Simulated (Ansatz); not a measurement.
The reference is Hf in the hcp (Mg type) structure (space group P6_3/mmc, No. 194; relaxed with 0.1 eV smearing).

```
CELL_PARAMETERS angstrom
      3.19829     0.00000     0.00000
     -1.59915     2.76980     0.00000
      0.00000     0.00000     5.04882
ATOMIC_POSITIONS crystal
  Hf 0.66667 0.33333 0.75000
  Hf 0.33333 0.66667 0.25000
```

Cartesian axes are those of the cell as printed.

Computed with r2SCAN/PAW in Ansatz (a first-principles code), spin-orbit coupling left out.

For the base:

```
Property  Result
--------  ------
Band gap    zero
```

Modification: a pure shear with ε_xz = ε_zx = 0.0057; the atoms relax in the strained cell.

**Question.** What happens to the energy relative to the base?

**Answer.** The energy grows by 0.5 meV/atom.

**Question.** What does the calculation give for the stress after the change?

**Answer.** The stress (xx, yy, zz, yz, xz, xy; compression positive) comes out as (0.0, 0.0, 0.0, 0.0, -0.7, 0.0) GPa.

**Question.** Estimate the effect on the band gap.

**Answer.** The band gap is still zero.

Stability against distortions was not tested. The final runs are not spin-polarised.
